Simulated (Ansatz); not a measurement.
The reference is Re in the hcp (Mg type) structure (space group P6_3/mmc, No. 194; a = 2.758 Å, c = 4.463 Å).

Level of theory: r2SCAN/PAW in Ansatz (a quantum-chemistry and plane-wave program), no SOC, earlier PAW set.

One change was made to it. Results:

The c/a ratio increases by 0.033 (1.618 → 1.651); the volume per atom decreases by 3.23 Å³, from 14.70 Å³ to 11.47 Å³.

Problem. Which of these changes matches the shifts?
(A) Re → Pb
(B) Re → Cu
(C) Re → Al

Solution. B, Re → Cu. For comparison, the volume per atom in the other runs: Re → Al gives 16.00 Å³; Re → Pb gives 31.01 Å³.

Stability against distortions was not tested. For Cu and Al in this form, whether it has been made was not checked. The final runs are not spin-polarised. This is not the structure that Cu has at room temperature and ambient pressure. This is not the structure that Al has at room temperature and ambient pressure. This is not the structure that Pb has at room temperature and ambient pressure.
